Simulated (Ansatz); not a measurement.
Zr2N2O (Cc, No. 9, 10 atoms in the cell; start mp-1101159)

Calculation: HSE06 in Ansatz (plane waves, PAW).

Run with plane-wave cutoff 460 eV, 6×6×6 k mesh, Fermi–Dirac smearing 0.01 eV, scalar-relativistic PAW data made under PBE.

Cell (relaxed with PBEsol):

```cif
data_N8O4Zr8
_chemical_formula_sum 'Zr8 N8 O4'
_space_group_name_H-M_alt 'Cc'
_space_group_IT_number 9
_space_group_name_Hall 'C -2yc'
_cell_length_a 9.39954
_cell_length_b 5.55258
_cell_length_c 5.82629
_cell_angle_alpha 90.000
_cell_angle_beta 123.518
_cell_angle_gamma 90.000
loop_
_atom_site_label
_atom_site_type_symbol
_atom_site_symmetry_multiplicity
_atom_site_Wyckoff_symbol
_atom_site_fract_x
_atom_site_fract_y
_atom_site_fract_z
_atom_site_occupancy
Zr1 Zr 4 a 0.09831 0.23317 0.07566 1
Zr2 Zr 4 a 0.38803 0.23917 0.92548 1
N1 N 4 a 0.00562 0.04543 0.26525 1
N2 N 4 a 0.35547 0.10039 0.24719 1
O1 O 4 a 0.15257 0.59578 0.23642 1
```
(The calculation used a cell of 10 atoms; values per cell refer to that cell.)

```
Property                               Value
---------------  ---------------------------
band gap         3.20 eV (on the SCF k mesh)
direct gap at Γ                      4.08 eV
```

Note: cell and atoms aren't relaxed at this level (pressure 1.3 GPa).

Spin–orbit coupling is not included.

Cost on a shared machine: roughly 22 core-minutes.

A start named mp-… is a Materials Project structure, which need not be a measured phase.

Ansatz is a program for electronic structure.
